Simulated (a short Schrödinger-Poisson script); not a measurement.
**Gated Al0.4Ga0.6N/GaN polarisation-induced gas**

Stack: gated Al0.4Ga0.6N/GaN polarisation-induced gas, at 400 K.

```tsv
layer	material	thickness (nm)	Na (cm⁻³)
1	Al0.4Ga0.6N	30	-
2	GaN	6000	7e15
```

The device is made up for the run: typed textbook-type constants, with dimensions and the other settings drawn at random. Al0.4Ga0.6N: permittivity 9.26, conduction-band edge (eV) 0.58, gap (eV) 4.258, electron mass (mₑ) 0.248, Nv at 300 K (cm⁻³) 4.6e19. GaN: permittivity 9.5, conduction-band edge (eV) 0, gap (eV) 3.43, Nv at 300 K (cm⁻³) 4.6e19.

Channel valleys (confinement mass, in-plane density-of-states mass, number): Γ 0.2, 0.2, 1. At the gate the conduction-band edge of layer 1 lies 1.36 eV − eVg above the Fermi level of the channel; the field vanishes at the back. Sheet of polarisation charge: +2e13 e/cm² at 30 nm from the gate. The barrier under the gate holds no holes. Gaps are held at their typed values at every temperature. Mesh 0.08 nm at interfaces.

Solved with a short Schrödinger-Poisson script written for these runs: 1D Poisson equation in equilibrium, electrons quantum, Hartree (BenDaniel-Duke, 40 states a valley, the channel's in-plane mass for all, wave functions free to enter the barrier), parabolic valleys, classical holes, full ionisation, no traps, pinning or gate leakage.

```
Vg (V)  electrons (cm⁻²)  in the channel layer  C (μF/cm²)  Γ E0 (meV)  Γ E1 (meV)
------  ----------------  --------------------  ----------  ----------  ----------
0.5              1.82e13               1.64e13       0.269      -184.8        -2.9
-0.2             1.70e13               1.55e13       0.267      -173.8         1.7
-0.9             1.58e13               1.46e13       0.266      -162.4         6.2
-1.6             1.47e13               1.36e13       0.265      -150.8        10.7
-2.3             1.35e13               1.27e13       0.265      -139.0        15.3
-3               1.24e13               1.17e13       0.264      -127.0        20.0
-3.7             1.12e13               1.06e13       0.264      -114.9        24.7
-4.4             1.01e13               9.60e12       0.263      -102.4        29.6
-5.1             8.90e12               8.55e12       0.262       -89.7        34.6
-5.8             7.76e12               7.49e12       0.262       -76.6        39.9
-6.5             6.62e12               6.43e12       0.261       -62.9        45.5
-7.2             5.48e12               5.35e12       0.260       -48.4        51.7
-7.9             4.35e12               4.27e12       0.258       -32.7        58.7
-8.6             3.23e12               3.18e12       0.256       -14.8        67.2
-9.3             2.12e12               2.10e12       0.252         7.2        78.8
-10              1.04e12               1.03e12       0.242        39.4        98.9
-10.7            8.20e10               8.17e10       0.152       135.1       179.7
```

Gate voltages with under 1e6 electrons/cm² are left out.

Subbands count from the Fermi level.
